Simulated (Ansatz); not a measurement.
For ZrSi (Cmcm), PBEsol, DFPT electron-phonon coupling, linearised Boltzmann equation run with Ansatz (an electronic-structure program) gives a transport coupling λ_tr = 0.152 and a Drude plasma energy ħω_p = 3.91 eV along z (a = (1.87, -4.94, 0.00) Å; b = (1.87, 4.94, 0.00) Å; c = (0.00, 0.00, 3.74) Å).

Question: Estimate the resistivity at 300 K from the high-temperature formula ρ = 2π λ_tr k_B T / (ħ ε₀ ω_p²), and say how the full Boltzmann solution compares.

Answer: The scattering rate is 1/τ = 2π λ_tr k_B T/ħ = 3.75e13 s⁻¹ and ω_p = 5.94e15 s⁻¹, so ρ ≈ 12.0 μΩ·cm. The Boltzmann solution gives 10.5 μΩ·cm, 0.87 times the estimate; it lies lower because k_BT is not large against the phonon energies and the solution lets the distribution adjust.

A metal at this level (no band gap). Only scattering by harmonic phonons is included (no impurities, grain boundaries, electron-electron scattering or thermal expansion). Spin-orbit coupling is left out. Halving the electron mesh (24x24x24) moves the resistivity by up to 7 % at 300 K, the coupling by up to 3 %. Smearing 0.20 eV; phonons on a 4x4x4 q mesh, which this run doesn't test.

Formula and space group known from diffraction (Crystallography Open Database), not checked to be the room-temperature form: ZrSi (Cmcm).
